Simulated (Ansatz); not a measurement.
The starting structures come from a database of crystals and need not be the phases stable at ambient conditions.

 Where the default PAW files enter, the runs use the earlier of Ansatz's two default sets.

Tunnelling through a barrier is set by its complex band structure: the current falls as exp(−2κd) with the smallest κ.

```yaml
crystal:
  lattice:
    - [7.83528, 0.00000, 0.00000]
    - [0.00000, 10.24857, 0.00000]
    - [3.91764, 0.00000, 2.26185]
  atoms:
    - { symbol: Hg, position: [0.34867, 0.00000, 0.30265] }
    - { symbol: Hg, position: [0.65133, 0.66667, 0.34867] }
    - { symbol: Hg, position: [0.00000, 0.33333, 0.34867] }
    - { symbol: Te, position: [0.45629, 0.50000, 0.08743] }
    - { symbol: Te, position: [0.54371, 0.16667, 0.45629] }
    - { symbol: Te, position: [0.00000, 0.83333, 0.45629] }
```

Space group of this cell: P3_221. The cell was relaxed by PBE-D3(BJ); by r2SCAN its mean pressure is 1.1 GPa.

Transport runs along the normal of the first two printed cell vectors, the (110) plane of the conventional cell.

The gap is the functional's own, uncorrected, and κ follows it; spin-orbit coupling is left out. Mid-gap values are interpolated between the computed energies.

### Question
Estimate the band gap and the smallest decay constant κ at mid-gap that r2SCAN (Ansatz, a quantum-chemistry and plane-wave program) returns for this system.

### Answer
Gap 0.60 eV on a 14×4×14 mesh; κ = 0.130 1/Å, at the zone centre.
